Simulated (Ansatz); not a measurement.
Cs2AgBiBr6: pressure series

Start from Cs₂AgBiBr₆ (space group Fm-3m, No. 225; a = 11.479 Å).

Cell and atoms are relaxed at each pressure.

All numbers come from PBE in Ansatz (plane waves to 420 eV, PAW, without spin-orbit coupling).

Candidates:
(a) pressure 0.3 GPa
(b) pressure −2 GPa
(c) pressure 3 GPa
(d) pressure −1 GPa

For the base:

The band gap is 1.33 eV.

**Question.** Order them by band gap, lowest first.

**Answer.** (c) pressure 3 GPa (1.14 eV), (a) pressure 0.3 GPa (1.30 eV), (d) pressure −1 GPa (1.42 eV), (b) pressure −2 GPa (1.58 eV)

With Bi present, leaving out spin-orbit coupling can change the band edges. Load acts through the strain it causes; cell and atoms are relaxed under it. Stability against distortions was not tested.

Ansatz is a program for electronic structure.
